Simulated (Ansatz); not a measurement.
Start from CdSe in the wurtzite structure (space group P6_3mc, No. 186; a = 4.383 Å, c = 7.155 Å). Axes: x lies along a and z along c of the hexagonal cell.

All numbers come from Kohn–Sham DFT with the PBE functional, run in Ansatz (a program for electronic structure) with PAW and 420 eV plane waves, no SOC, earlier PAW set.

Base values:

```
Quantity             Value
-------------  -----------
Gap character  direct at Γ
Pressure          0.00 GPa
```

Now apply this change: biaxial strain −2.94 %, plane normal [001], relaxed out of plane (Cartesian); in-plane vectors clamped, the third vector and the atoms free.

How does this affect the gap character?

The gap character is still direct at Γ.

Predict the new pressure.

The pressure (mean of the normal stresses, compression positive) goes from zero to 1.59 GPa.

No phonon test of stability was made.
